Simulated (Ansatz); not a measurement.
```
GaCuSe2
1.0
    5.34312     0.00000     0.00000
    0.00000     5.34312     0.00000
    2.67156    -2.67156     5.67926
Ga Cu Se
2 2 4
Direct
  0.50000   0.50000   0.00000
  0.75000   0.75000   0.50000
  0.00000   0.00000   0.00000
  0.25000   0.25000   0.50000
  0.62500   0.36438   0.25000
  0.36438   0.12500   0.75000
  0.12500   0.88562   0.25000
  0.88562   0.62500   0.75000
```

No spin polarisation.

The values are results of Kohn–Sham DFT with the LDA functional, run in Ansatz (a quantum-chemistry and plane-wave program) with PAW and 420 eV plane waves, without spin-orbit coupling, not measurements. k-mesh 9×9×9 (Γ-centred); smearing 0.05 eV (Fermi–Dirac).

Question: Predict the width of the top valence band, pressure, gap character and valence-band top at Γ.

Answer: The width of the top valence band comes out as 1.08 eV and the pressure (mean of the normal stresses, compression positive) comes out as 2.01 GPa. The gap character is direct at Γ and the valence-band top at Γ (three highest levels, from the VBM) is 0.00, 0.00, -0.14 eV.

The cells carry an imposed strain or load. Stability against distortions was not tested. The final runs are not spin-polarised. The cell was made from GaCuSe2 in the chalcopyrite structure (space group I-42d, No. 122) by this change: biaxial strain −3.00 %, plane normal [001], relaxed out of plane. A zero or small gap of GaCuSe2 can be the functional's error rather than a property of the material.
